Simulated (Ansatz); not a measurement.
Base system: W in the bcc (W type) structure (space group Im-3m, No. 229; relaxed with 0.1 eV smearing).

```
CELL_PARAMETERS angstrom
     -1.58442     1.58442     1.58442
      1.58442    -1.58442     1.58442
      1.58442     1.58442    -1.58442
ATOMIC_POSITIONS crystal
  W  0.00000 0.00000 0.00000
```

Computed with Ansatz (an electronic-structure program) r2SCAN, spin-orbit coupling left out.

Strains are applied to the cell and any free atomic positions relax.

One change was made to it. Results:

```json
[
 {"quantity": "pressure", "base": "0.0 GPa", "after": "28.3 GPa"},
 {"quantity": "energy relative to the base (free energy F)", "base": "0 meV/atom", "after": "+96 meV/atom"}
]
```

Task: Which of these changes matches the shifts?
A. isotropic strain −0.50 %
B. isotropic strain −2.50 %
C. isotropic strain −2.00 %
D. isotropic strain −1.50 %
E. isotropic strain −1.00 %

Result: B, isotropic strain −2.50 %. For comparison, the energy relative to the base in the other runs: isotropic strain −0.50 % gives +3.6 meV/atom; isotropic strain −1.50 % gives +34 meV/atom; isotropic strain −1.00 % gives +15 meV/atom; isotropic strain −2.00 % gives +61 meV/atom.

No phonon test of stability was made. The final runs are not spin-polarised.
